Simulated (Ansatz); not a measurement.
Lu4Hf3O12 (model structure, started from the La4Ti3O12 type, R-3, No. 148, 19 atoms in the cell), treated with PBEsol (Ansatz, a quantum-chemistry and plane-wave program, PAW).

Settings: plane-wave cutoff 520 eV, 8×8×8 k mesh, Fermi–Dirac smearing 0.01 eV, scalar-relativistic PAW data made under PBE.

Cell (relaxed with PBEsol):

```yaml
crystal:
  lattice:
    - [2.75991, 1.59343, 8.92374]
    - [-2.75991, 1.59343, 8.92374]
    - [0.00000, -3.18687, 8.92374]
  atoms:
    - { symbol: Lu, position: [0.85203, 0.85203, 0.85203] }
    - { symbol: Lu, position: [0.14797, 0.14797, 0.14797] }
    - { symbol: Lu, position: [0.72957, 0.72957, 0.72957] }
    - { symbol: Lu, position: [0.27043, 0.27043, 0.27043] }
    - { symbol: Hf, position: [0.00000, 0.00000, 0.00000] }
    - { symbol: Hf, position: [0.57892, 0.57892, 0.57892] }
    - { symbol: Hf, position: [0.42108, 0.42108, 0.42108] }
    - { symbol: O, position: [0.24246, 0.90148, 0.48283] }
    - { symbol: O, position: [0.75754, 0.09852, 0.51717] }
    - { symbol: O, position: [0.90148, 0.48283, 0.24246] }
    - { symbol: O, position: [0.09852, 0.51717, 0.75754] }
    - { symbol: O, position: [0.48283, 0.24246, 0.90148] }
    - { symbol: O, position: [0.51717, 0.75754, 0.09852] }
    - { symbol: O, position: [0.09170, 0.70755, 0.33008] }
    - { symbol: O, position: [0.90830, 0.29245, 0.66992] }
    - { symbol: O, position: [0.70755, 0.33008, 0.09170] }
    - { symbol: O, position: [0.29245, 0.66992, 0.90830] }
    - { symbol: O, position: [0.33008, 0.09170, 0.70755] }
    - { symbol: O, position: [0.66992, 0.90830, 0.29245] }
```

Q: Give the computed band gap.

A: 
- band gap = 4.27 eV

Note: the relaxation could raise the start's symmetry but not lower it, so the cell can be a saddle point.

Spin–orbit coupling is not included.

Computed values are for the static lattice.

The result took roughly 7 core-minutes.

A model structure was made by putting elements into a prototype or built by hand; it is no filed structure, need not be a known phase, and can be a saddle point held by its symmetry.
